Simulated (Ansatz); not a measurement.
Take BN in the zinc blende structure (space group F-43m, No. 216; a = 3.6057 Å) as the base.

Method: PBEsol, PAW, 420 eV (Ansatz, a quantum-chemistry and plane-wave program; no spin-orbit coupling).

Strains are applied to the cell and any free atomic positions relax.

One change was made to it. Results:

The smallest direct gap rises by 0.21 eV, from 8.81 eV to 9.02 eV; the pressure goes from zero to 18.98 GPa; the energy rises by 15 meV/atom; the width of the top valence band grows by 0.33 eV, from 6.64 eV to 6.97 eV.

What was done to the base?
A) isotropic strain −1.50 %
B) isotropic strain −0.50 %
C) isotropic strain −2.00 %

A, isotropic strain −1.50 %. For comparison, the energy relative to the base in the other runs: isotropic strain −2.00 % gives +27 meV/atom; isotropic strain −0.50 % gives +1.6 meV/atom.

No phonon test of stability was made.
